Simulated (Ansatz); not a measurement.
The parent structure is BP in the zinc blende structure (space group F-43m, No. 216; a = 4.491 Å). Axes: x, y, z lie along the cube axes.

Level of theory: plane-wave PAW DFT at the LDA level (Ansatz, a program for electronic structure, 420 eV), no spin-orbit coupling.

For the base:

The band gap is 1.14 eV and the valence-band top at Γ is 0.00, 0.00, 0.00 eV.

Perturbation: biaxial strain +3.00 %, plane normal [001], relaxed out of plane (Cartesian); in-plane vectors clamped, the third vector and the atoms free.

Task: Predict the new band gap.

Result: The band gap shrinks by 0.58 eV, from 1.14 eV to 0.56 eV.

Task: What happens to the valence-band top at Γ?

Result: The valence-band top at Γ (three highest levels, from the VBM) becomes 0.00, -0.40, -0.40 eV (base: 0.00, 0.00, 0.00 eV).

Task: What happens to the energy relative to the base?

Result: The energy goes up by 24 meV/atom.

No phonon test of stability was made.
